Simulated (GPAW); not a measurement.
Band structure of InAu3 (Pmmn, 8 atoms in the cell).

```
InAu3
1.0
    4.83733     0.00000     0.00000
    0.00000     5.77876     0.00000
    0.00000     0.00000     5.27183
In Au
2 6
Cartesian
  2.41866   2.88938   1.76854
  0.00000   0.00000   3.50329
  0.00000   2.88938   3.49354
  2.41866   0.00000   1.77829
  0.00000   4.32558   0.86047
  0.00000   1.45318   0.86047
  2.41866   4.34256   4.41136
  2.41866   1.43620   4.41136
```

Computed with PBEsol, GPAW PAW datasets PBEsol (made by gpaw-setup) (plane waves; GPAW).

Settings: mode = pw; ecut = 550 eV; xc = PBEsol; kpts = 3 3 3; mesh shift (steps) = 0 0 0; occupations.name = fermi-dirac; occupations.width = 0.1 eV; nbands = -16; symmetry.symmorphic = false; symmetry.tolerance = 0.0005; maxiter = 150; bandpath_npoints = 40.

The starting cell comes from a database of computed structures (which also holds hypothetical and non-ambient phases and stackings), without a prior relaxation at this level. Spin-orbit coupling is off.

Levels in eV from the Fermi level, bands 43 to 50:
```csv
point,43,44,45,46,47,48,49,50
Γ,-2.24,-1.62,-0.92,-0.72,0.85,1.85,2.63,3.22
X,-1.39,-1.39,-0.89,-0.89,-0.30,-0.30,1.42,1.42
S,-2.54,-2.54,-1.07,-1.07,-0.86,-0.86,1.74,1.74
Y,-1.47,-0.99,-0.72,0.15,0.64,1.01,1.40,1.61
Z,-0.76,-0.76,0.26,0.26,0.82,0.82,1.02,1.02
U,-2.76,-2.76,0.86,0.86,1.18,1.18,1.99,1.99
R,-2.71,-2.71,-2.33,-2.33,-2.20,-2.20,6.06,6.06
T,-2.71,-2.71,0.96,0.96,2.39,2.39,2.80,2.80
```

Bands cross the Fermi level along this path, so the cell is metallic at this level.
